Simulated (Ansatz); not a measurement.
## Response to strain in hypothetical Fm-3m WSe2

Consider WSe$_{2}$ (space group Fm-3m, No. 225; a = 6.261 Å; ferromagnetic; a hypothetical phase, not in the database extracts checked; relaxed with 0.1 eV smearing). Axes: x, y, z lie along the cube axes.

Strains are applied to the cell and any free atomic positions relax; under biaxial strain the out-of-plane vector relaxes too; under stress the whole cell relaxes.

All numbers come from PBE in Ansatz (plane waves to 420 eV, PAW, no SOC).

Notes on the quantities. energy relative to the base: free energy F; pressure: mean of the normal stresses, compression positive.

```tsv
variant	energy relative to the base	space group	pressure	shortest interatomic distance
base	0 meV/atom	Fm-3m (No. 225)	0.0 GPa	2.711 Å
biaxial strain +0.33 %, plane normal [001], relaxed out of plane	+0.3 meV/atom	I4/mmm (No. 139)	-0.5 GPa	2.715 Å
biaxial strain +0.61 %, plane normal [001], relaxed out of plane	+1.1 meV/atom	I4/mmm (No. 139)	-0.9 GPa	2.719 Å
isotropic strain +2.65 %	+41 meV/atom	Fm-3m (No. 225)	-7.3 GPa	2.783 Å
uniaxial strain ε_yy = +1.04 %	+1.4 meV/atom	I4/mmm (No. 139)	-1.1 GPa	2.720 Å
uniaxial strain ε_zz = −1.37 %	+2.5 meV/atom	I4/mmm (No. 139)	1.5 GPa	2.699 Å
uniaxial strain ε_zz = +4.95 %	+31 meV/atom	I4/mmm (No. 139)	-4.8 GPa	2.757 Å
tensor shear ε_xz = −2.75 %	+5.9 meV/atom	Immm (No. 71)	0.1 GPa	2.683 Å
uniaxial stress, 5 GPa compression along x	+9.2 meV/atom	I4/mmm (No. 139)	–	2.698 Å
uniaxial stress, 8 GPa tension along z	+23 meV/atom	I4/mmm (No. 139)	–	2.735 Å
```

The magnetic state is the one reached from the starting moments; the real material's order can differ, and small cells can't hold many antiferromagnetic ones. Beyond what the load breaks, stability against distortions was not tested.

Ansatz is an electronic-structure program.
